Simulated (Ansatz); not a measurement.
The starting structures come from a database of crystals and need not be the phases stable at ambient conditions.

By PBEsol, the system below comes out a metal.

The ballistic (Sharvin) conductance counts the channels at the Fermi level: G/A = (e²/h) × channels of both spins per area.

Consider the following.

```
CELL_PARAMETERS angstrom
      3.85543     0.00000     0.00000
      0.00000     3.85543     0.00000
      0.00000     0.00000     3.85543
ATOMIC_POSITIONS crystal
  Zr 0.00000 0.00000 0.00000
  Rh 0.50000 0.50000 0.00000
  Rh 0.00000 0.50000 0.50000
  Rh 0.50000 0.00000 0.50000
```

Space group of this cell: Pm-3m, Cu3Au type. The cell is strained (all lengths scaled by 0.98); by PBEsol its mean pressure is 9.9 GPa.

The current flows along the normal of the first two printed cell vectors, the (001) plane of the conventional cell. No spin-orbit coupling; the value is a mean over 0.1 eV about the Fermi level.

Problem. Estimate the ballistic conductance per area that Ansatz (an electronic-structure program) with PBEsol returns for this system.

Solution. 1.1 × 10¹⁵ S/m² for both spins.
